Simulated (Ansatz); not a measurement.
## SnS (model structure, started from the PtS type, P4₂/mmc, No. 131, 4 atoms in the cell): lattice parameter c by level of theory

No measured value is used here.

```json
[
 {"level (code)": "PBE (Ansatz)", "value (Å)": "7.856"},
 {"level (code)": "PBEsol (Ansatz)", "value (Å)": "7.836"},
 {"level (code)": "PBE-D3(BJ) (Ansatz)", "value (Å)": "7.893"}
]
```

Ansatz's density-functional and Hartree–Fock values are scalar-relativistic unless marked +SOC, with PAW data made under PBE.

A model structure was made by putting elements into a prototype or built by hand; it is no filed structure, need not be a known phase, and can be a saddle point held by its symmetry.

Ansatz is a program for electronic structure.
